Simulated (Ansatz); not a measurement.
Ansatz (an electronic-structure program) run on SiNi₂ (Pnma, 12 atoms in the cell): self-consistent single point.

Method: PBE, PAW files (plane waves; Ansatz).

```
SiNi2
1.0
    4.85678     0.00000     0.00000
    0.00000     3.64335     0.00000
    0.00000     0.00000     6.89984
Si Ni
4 8
Direct
  0.29080   0.25000   0.61334
  0.70920   0.75000   0.38666
  0.20920   0.75000   0.11334
  0.79080   0.25000   0.88666
  0.45788   0.25000   0.29275
  0.54212   0.75000   0.70725
  0.04212   0.75000   0.79275
  0.95788   0.25000   0.20725
  0.32885   0.25000   0.93955
  0.67115   0.75000   0.06045
  0.17115   0.75000   0.43955
  0.82885   0.25000   0.56045
```

Reference input (self-consistent single point, DFT, PBE, plane waves, PAW files): kpoints.mp_grid.grid = 5 6 4; hamiltonian.xc = pbe; hamiltonian.pseudopotentials = {kind: paw} (the program's default PAW files); scf.occupations.method = methfessel_paxton; scf.occupations.width = 0.1 eV. This run's input differs from it in these lines:

Ansatz 0.2 input:
```diff
@@ -19,2 +19,4 @@
     - { symbol: Ni, position: [0.828850, 0.250000, 0.560450] }
+basis:
+  ecutrho_ratio: 2
 kpoints:
```

Output (repeated stretches shortened):

```
SCF iter   1: F=—  HF=-49268.621937 eV  |F-HF|=—  |Δ(HF+E_count)|=         —  Δρ=6.85e-2  dr2=5.49e0  ethr=3.10e-3  ⟨swp⟩=5.5  Hψ=12274  notcnv=0  defer=49
all-band conjugate gradients solve this SCF's bands
preconditioner: auto → Kerker (q_TF=auto, 2.854 Å⁻¹)
SCF iter   2: F=—  HF=-49267.624331 eV  |F-HF|=—  |Δ(HF+E_count)|=   9.98e-1  S|Δr|=    0.00e0  Δρ=2.89e-2  dr2=1.42e0  ethr=3.10e-3  ⟨swp⟩=2.3  Hψ=4246  notcnv=0  defer=319
   [... lines left out ...]
SCF iter   7: F=—  HF=-49267.101441 eV  |F-HF|=—  |Δ(HF+E_count)|=   4.95e-6  S|Δr|=    0.00e0  Δρ=1.36e-4  dr2=1.57e-5  ethr=8.47e-8  ⟨swp⟩=2.0  Hψ=4422  notcnv=0  defer=299
SCF iter   8: F=—  HF=-49267.101660 eV  |F-HF|=—  |Δ(HF+E_count)|=   2.18e-4  S|Δr|=    0.00e0  Δρ=2.41e-5  dr2=7.33e-7  ethr=9.82e-9  ⟨swp⟩=2.0  Hψ=5144  notcnv=0  defer=299
SCF iter   9: F=-49267.101659 eV  HF=-49267.101659 eV  |F-HF|=3.78e-8  |Δ(HF+E_count)|=   1.58e-7  S|Δr|=    0.00e0  Δρ=5.88e-6  dr2=5.39e-8  ethr=6.25e-11  ⟨swp⟩=11.0  Hψ=17333  notcnv=0
SCF 1 converged in 9 iterations: F = -49267.101659 eV  dr2 = 5.39e-8
Stability not checked (fill_not_monotonic)
Free energy (F): -49267.101659 eV
Internal energy: -49267.093486 eV  (E = F + TS)
E sigma→0 (E₀):  -49267.099616 eV
Entropy (-TS):   -0.008174 eV (-0.681 meV/atom)
Fermi energy:    18.634807 eV
--- Forces (eV/Å), atoms counted from 1 ---
  atom   1  Si     0.09630350     0.00000000     0.00319022
  atom   2  Si    -0.09630350     0.00000000    -0.00319022
  atom   3  Si    -0.09630350    -0.00000000     0.00319022
  atom   4  Si     0.09630350     0.00000000    -0.00319022
   [... lines left out ...]
       -0.000000       0.000000      20.724680
  P = ⅓ Tr σ = 20.5311 GPa (205.311 kbar)
  The stress holds the Pulay correction, which leaves out the density cutoff's part. Without it, at fixed plane waves, as pw.x and ABINIT print it …
settings of this run that can trade accuracy for cost: basis.ecutrho_ratio < 4. Do not mix this run's numbers with those of runs without the same settings …
```

The run converged in 9 iterations. Against the reference run the free energy goes down by 7.2 meV/atom, the pressure goes from 19.66 to 20.53 GPa and the largest force moves little (0.100 to 0.102 eV/Å). The full log also holds: “WARN basis.ecutrho_ratio = 2 (ecutrho = 840 eV) is below the records' recommended cutoff”.

The starting cell comes from a database of computed structures (which also holds hypothetical and non-ambient phases and stackings), without a prior relaxation at this level. Its lattice was rescaled by a random factor within 2.5 % of one. Spin polarisation is off. Ansatz's pressure includes its estimate of the finite-basis (Pulay) stress. The cutoff lies below the one recommended for these files.
